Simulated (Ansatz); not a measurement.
Point defect Al on the Si site + 1 H in 4H silicon carbide

Calculation: PBE, PAW (plane waves to 420 eV; Ansatz, a quantum-chemistry and plane-wave program). Details: 96-site cell; 2×2×2 shifted k-points; start: the Si(k) site; H antibonding at the neighbour; energies good to tenths of an eV; flagged in the runs: a host whose relaxation on this sampling wasn't shown to rest.

Neighbours after relaxation, in Å: of the Al atom: C 1.96, C 1.96, C 1.98, C 2.10; of the H atom: C 1.11, Si 2.00, Si 2.01, Si 2.01, C 2.19, C 2.19.

Formation energies E_f are those of the neutral cell. Chemical conditions: C-rich (Δμ(Si) = -0.41 eV, Δμ(Al) = -0.16 eV, Δμ(H) = -0.32 eV, bounded by Al4C3 (R-3m), CH4 molecule; only phases computed here count, gases as isolated molecules at 0 K). Reference phases: Al: fcc Al, H: H2 molecule in a box, Si: silicon.

```json
[
 {"charge": "0", "moment (μB)": "not spin-polarised", "largest move off a lattice site (Å)": "0.20", "E_f, C-rich (eV)": "1.92"}
]
```

No other site or start that was run ended lower by more than 0.1 eV.

Flagged in the runs: a host whose relaxation on this sampling wasn't shown to rest.
